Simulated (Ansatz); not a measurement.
Consider HfO2 (space group P4_2/nmc, No. 137; a = 3.5768 Å, c = 5.2026 Å). Axes: x, y, z lie along a, b, c of the conventional cell.

All numbers come from r2SCAN (Ansatz, a quantum-chemistry and plane-wave program), scalar-relativistic without spin-orbit coupling.

For the base:

- Smallest direct gap = 5.34 eV
- Electron mass = 1.0 mₑ along c, 0.89 mₑ across (at Γ)
- Band gap = 5.27 eV

One thing is altered: the cell is stretched by 1.92 % along z with no lateral relaxation, atoms relaxed at fixed cell.

Question: How does this affect the stress, smallest direct gap, electron mass, energy relative to the base and band gap?

Answer: The stress (xx, yy, zz, yz, xz, xy; compression positive) amounts to (-1.25, -1.25, -5.44, 0.00, 0.00, 0.00) GPa; the smallest direct gap is still 5.34 eV; the electron mass goes from 1.0 mₑ along c, 0.89 mₑ across (at Γ) to 1.0 mₑ along z, 0.93 mₑ across (at Γ); the energy grows by 3.7 meV/atom; the band gap rises by 0.019 eV to 5.28 eV.

With Hf present, leaving out spin-orbit coupling can change the band edges. The cells carry an imposed strain or load. Effective masses come from finite differences of ±0.01 Å⁻¹. Stability against distortions was not tested. This is not the structure that HfO2 has at room temperature and ambient pressure.
